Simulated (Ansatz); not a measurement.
Base system: ZrTiO$_{4}$ (space group P2_12_12, No. 18; a = 4.7252 Å, b = 5.0757 Å, c = 5.6277 Å; a cell from a computed database, its experimental status unchecked).

Calculations: Ansatz (an electronic-structure program) PBEsol, scalar-relativistic without spin-orbit coupling.

One change was made to it. Results:

```tsv
quantity	base	after
band gap	2.78 eV	2.80 eV
density	5.00 g/cm³	5.01 g/cm³
gap character	direct at Γ	direct at Γ
```

**Question.** Which of these changes matches the shifts?
(A) pressure −1 GPa
(B) pressure 0.7 GPa
(C) pressure −2 GPa
(D) pressure 10 GPa

**Answer.** B, pressure 0.7 GPa. For comparison, the density in the other runs: pressure −2 GPa gives 4.95 g/cm³; pressure 10 GPa gives 5.25 g/cm³; pressure −1 GPa gives 4.97 g/cm³.

Load acts through the strain it causes; cell and atoms are relaxed under it. Stability against distortions was not tested. Competing high-pressure phases were not computed. The final runs are not spin-polarised.
